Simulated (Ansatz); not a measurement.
Input:

```
CELL_PARAMETERS angstrom
      3.20492     0.00000     0.00000
      0.00000    12.63904     0.00000
      0.00000     0.00000     5.54878
ATOMIC_POSITIONS crystal
  Mo 0.00000 0.00000 0.33328
  Mo 0.50000 0.00000 0.83373
  Mo 0.50000 0.50000 0.17191
  Mo 0.00000 0.50000 0.66095
  S  0.00000 0.37713 0.33272
  Se 0.50000 0.36676 0.83365
  S  0.50000 0.87757 0.16716
  S  0.00000 0.87778 0.66653
  S  0.50000 0.12243 0.16716
  S  0.00000 0.12222 0.66653
  S  0.00000 0.62287 0.33272
  Se 0.50000 0.63324 0.83365
```

No spin polarisation.

Level of theory: r2SCAN+rVV10/PAW in Ansatz (an electronic-structure program), no spin-orbit coupling. k-mesh 10×3×6 (Γ-centred); smearing 0.05 eV (Fermi–Dirac).

Problem. Estimate the gap character (in this cell's own zone, which can be folded).

Solution. Indirect, Γ → Γ–X (63 % along).

Problem. What is the computed valence-band top at Γ (three highest levels, from the VBM)?

Solution. 0.00, -0.99, -1.15 eV.

Problem. Estimate the band gap.

Solution. 0.86 eV.

These are small ordered cells, not random alloys; other orderings at the same x differ. Whether these cells are dynamically stable was not tested. The cell was made from MoS2 by this change: x(Se) = 0.25, 12 atoms, Pmm2.
